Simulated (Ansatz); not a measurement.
Defect: interstitial Li in alpha quartz, charge state +1. All values below come from PBE, PAW (plane waves to 420 eV; Ansatz, a first-principles code).

Cell of 243 host sites held at the relaxed PBE lattice; the Γ point alone; Fermi-Dirac width 0.01 eV, spin-restricted; finite-size errors left in. No zero-point or tunnelling terms. The charge state is imposed; whether it is stable for some Fermi level was not computed. Sites that were not tried may lie lower.

Barriers: single points on a 2×2×2 k-point mesh shifted by half a step along c at the bands' geometries.

Relaxed starting cell (atoms counted from 1):

```
LiO162Si81
1.0
   15.06338     0.00000     0.00000
   -7.53169    13.04527     0.00000
    0.00000     0.00000    16.52854
Si O Li
81 162 1
Direct
  0.99913   0.15888   0.10959
  0.99887   0.15921   0.44452
  0.99961   0.15805   0.77695
  0.00087   0.49217   0.10992
  0.00065   0.49279   0.44363
  0.99944   0.49151   0.77765
  0.00055   0.82608   0.11069
  0.99878   0.82584   0.44336
  0.99990   0.82620   0.77730
  0.33377   0.15894   0.11070
  0.33350   0.16680   0.44396
  0.33325   0.15875   0.77732
  0.33341   0.49198   0.10989
  0.33348   0.49124   0.44400
  0.33360   0.49206   0.77809
  0.33419   0.82589   0.11025
  0.33343   0.82109   0.44395
  0.33277   0.82512   0.77778
  0.66711   0.15968   0.11068
  0.66818   0.16051   0.44463
  0.66638   0.15898   0.77732
  0.66740   0.49202   0.11099
  0.66809   0.49386   0.44345
  0.66791   0.49325   0.77840
  0.66750   0.82558   0.11032
  0.66630   0.82572   0.44429
  0.66608   0.82490   0.77803
  0.17425   0.17428   0.99969
  0.17166   0.17511   0.33215
  0.17487   0.17563   0.66644
  0.17493   0.50753   0.99877
  0.17493   0.50746   0.33275
  0.17404   0.50699   0.66755
  0.17462   0.84108   0.99956
  0.17132   0.83888   0.33217
  0.17527   0.84180   0.66628
  0.50805   0.17455   0.99946
  0.50711   0.17511   0.33281
  0.50730   0.17394   0.66573
  0.50787   0.50723   0.99971
  0.50821   0.50866   0.33269
  0.50975   0.51005   0.66778
  0.50899   0.84166   0.99937
  0.50849   0.84088   0.33103
  0.50610   0.83807   0.66715
  0.84014   0.17421   0.99901
  0.84158   0.17554   0.33184
  0.84132   0.17501   0.66651
  0.84213   0.50863   0.99964
  0.84225   0.50898   0.33231
  0.84184   0.50867   0.66680
  0.84274   0.84271   0.99974
  0.84027   0.84160   0.33230
  0.84066   0.84161   0.66684
  0.15964   0.00009   0.22224
  0.16003   0.00144   0.55507
  0.15898   0.00003   0.88854
  0.15731   0.33384   0.22017
  0.15875   0.33387   0.55528
  0.15920   0.33280   0.88826
  0.16081   0.66544   0.22085
  0.15841   0.66578   0.55699
  0.15793   0.66609   0.88866
  0.49173   0.00008   0.22168
  0.49546   0.00098   0.55576
  0.49230   0.99995   0.88844
  0.49215   0.33435   0.22148
  0.49531   0.33694   0.55582
  0.49284   0.33358   0.88835
  0.49288   0.66649   0.22044
  0.49208   0.66600   0.55520
  0.49199   0.66615   0.88919
  0.82516   0.00032   0.22118
  0.82471   0.00025   0.55560
  0.82485   0.00001   0.88834
  0.82627   0.33436   0.22110
  0.82672   0.33480   0.55571
  0.82421   0.33344   0.88827
  0.82564   0.66717   0.22149
  0.82537   0.66747   0.55613
  0.82694   0.66760   0.88897
  0.08496   0.13816   0.06809
  0.08375   0.13793   0.40138
  0.08377   0.13610   0.73324
  0.08599   0.47119   0.06757
  0.08590   0.47200   0.40126
  0.08448   0.46985   0.73563
  0.08599   0.80545   0.06849
  0.08196   0.80223   0.39982
  0.08592   0.80698   0.73380
  0.41906   0.13829   0.06832
  0.41320   0.13499   0.40115
  0.41728   0.13709   0.73313
  0.41838   0.47035   0.06805
  0.41891   0.47082   0.40135
  0.41972   0.47269   0.73538
  0.42065   0.80676   0.06852
  0.41594   0.80152   0.39802
  0.41717   0.80287   0.73534
  0.75179   0.13801   0.06843
  0.75126   0.13967   0.39949
  0.75225   0.13902   0.73507
  0.75324   0.47227   0.06850
  0.75292   0.47276   0.40078
  0.75286   0.47237   0.73536
  0.75369   0.80588   0.06841
  0.75119   0.80536   0.40086
  0.75188   0.80508   0.73551
  0.19256   0.28013   0.28897
  0.19516   0.28138   0.62411
  0.19548   0.28038   0.95719
  0.19731   0.61446   0.29069
  0.19377   0.61343   0.62598
  0.19537   0.61357   0.95649
  0.19640   0.94740   0.29192
  0.19779   0.94778   0.62129
  0.19547   0.94697   0.95673
  0.52530   0.28032   0.29228
  0.52831   0.27946   0.62235
  0.52867   0.28044   0.95696
  0.52820   0.61453   0.29051
  0.52972   0.61524   0.62430
  0.52869   0.61348   0.95757
  0.52734   0.94747   0.29109
  0.52471   0.94325   0.62347
  0.52937   0.94733   0.95647
  0.86300   0.28173   0.28955
  0.86235   0.28106   0.62379
  0.85990   0.27990   0.95661
  0.86324   0.61516   0.28994
  0.86206   0.61445   0.62407
  0.86355   0.61503   0.95744
  0.86178   0.94775   0.28982
  0.86123   0.94735   0.62388
  0.86213   0.94806   0.95691
  0.24968   0.05322   0.15483
  0.25389   0.05521   0.48669
  0.24798   0.05278   0.81971
  0.24741   0.38642   0.15259
  0.24803   0.38537   0.48662
  0.24872   0.38544   0.81993
  0.24981   0.71928   0.15275
  0.25104   0.71913   0.49005
  0.24633   0.71954   0.81955
  0.58113   0.05440   0.15417
  0.58494   0.05378   0.48819
  0.58093   0.05289   0.81949
  0.58308   0.38585   0.15457
  0.58322   0.38770   0.48659
  0.58213   0.38674   0.81994
  0.58244   0.71890   0.15236
  0.58098   0.71968   0.48663
  0.58088   0.71883   0.82036
  0.91416   0.05309   0.15262
  0.91404   0.05326   0.48715
  0.91375   0.05247   0.81949
  0.91503   0.38655   0.15244
  0.91579   0.38758   0.48714
  0.91319   0.38566   0.81952
  0.91464   0.72024   0.15289
  0.91565   0.72188   0.48849
  0.91534   0.71980   0.81958
  0.27976   0.19416   0.04270
  0.27879   0.19894   0.37602
  0.28034   0.19554   0.70907
  0.28111   0.52860   0.04122
  0.28055   0.52744   0.37544
  0.28029   0.52805   0.70957
  0.28069   0.86172   0.04210
  0.27758   0.86527   0.38216
  0.28138   0.86246   0.70831
  0.61403   0.19544   0.04210
  0.60997   0.19462   0.37888
  0.61288   0.19330   0.70747
  0.61333   0.52707   0.04270
  0.61417   0.52916   0.37516
  0.61565   0.53075   0.71013
  0.61491   0.86203   0.04170
  0.61261   0.86216   0.37635
  0.61264   0.86035   0.70895
  0.94652   0.19482   0.04072
  0.94649   0.19577   0.37592
  0.94728   0.19522   0.70858
  0.94832   0.52919   0.04184
  0.94799   0.52942   0.37527
  0.94815   0.52910   0.70857
  0.94900   0.86442   0.04272
  0.94619   0.86250   0.37549
  0.94719   0.86255   0.70863
  0.13874   0.08469   0.26561
  0.14194   0.08848   0.59567
  0.13838   0.08528   0.93110
  0.13746   0.41918   0.26356
  0.13870   0.41970   0.59748
  0.13832   0.41822   0.93034
  0.14192   0.75186   0.26447
  0.13940   0.75336   0.59702
  0.13752   0.75135   0.93154
  0.46947   0.08383   0.26652
  0.47054   0.08450   0.59607
  0.47148   0.08503   0.93121
  0.47185   0.41980   0.26381
  0.47438   0.42102   0.59903
  0.47165   0.41849   0.93083
  0.47315   0.75323   0.26200
  0.46963   0.75052   0.59739
  0.47148   0.75167   0.93154
  0.80487   0.08584   0.26392
  0.80381   0.08550   0.59799
  0.80348   0.08503   0.93051
  0.80568   0.41954   0.26406
  0.80523   0.41950   0.59813
  0.80478   0.41939   0.93107
  0.80461   0.75214   0.26429
  0.80391   0.75219   0.59845
  0.80715   0.75351   0.93137
  0.05140   0.24868   0.17781
  0.05277   0.24840   0.51282
  0.05379   0.24711   0.84527
  0.05436   0.58103   0.17899
  0.05441   0.58296   0.51156
  0.05204   0.58056   0.84624
  0.05406   0.91389   0.18055
  0.05705   0.91811   0.50913
  0.05296   0.91506   0.84585
  0.38664   0.24857   0.17903
  0.38819   0.25360   0.51196
  0.38733   0.24795   0.84534
  0.38663   0.58130   0.17840
  0.38643   0.58032   0.51259
  0.38581   0.58100   0.84676
  0.38556   0.91473   0.17966
  0.38930   0.92125   0.50565
  0.38623   0.91451   0.84587
  0.71970   0.24874   0.17937
  0.72081   0.24975   0.51253
  0.71794   0.24881   0.84531
  0.71964   0.58136   0.17949
  0.72045   0.58277   0.51207
  0.72057   0.58188   0.84720
  0.71886   0.91447   0.17936
  0.71891   0.91499   0.51268
  0.71863   0.91444   0.84614
  0.33355   0.99497   0.44382
```
Cell charge +1.

End state 1 differs by these moves (Å; atoms that move under 0.08 Å are left out):

| atom | element | Δx | Δy | Δz |
|---|---|---|---|---|
| 92 | O | -0.01 | 0.00 | -0.11 |
| 118 | O | 0.10 | 0.01 | -0.09 |
| 143 | O | -0.10 | 0.01 | -0.09 |
| 170 | O | 0.01 | 0.00 | -0.11 |
| 196 | O | -0.07 | -0.06 | 0.01 |
| 199 | O | 0.02 | -0.06 | 0.08 |
| 227 | O | 0.07 | -0.06 | 0.01 |
| 233 | O | -0.02 | -0.06 | 0.08 |
| 244 | Li | 0.00 | 0.14 | -1.83 |

### Question
Estimate the forward and backward barriers to end state 1 that PBE, PAW returns for this input.

### Answer
forward 0.14 eV, backward 0.14 eV; at the saddle point atom 244 has neighbours 2 O at 1.92, 2 O at 2.18 Å. The saddle point's order was not checked, and it lies on a symmetry element of the cell, where a band can be held.
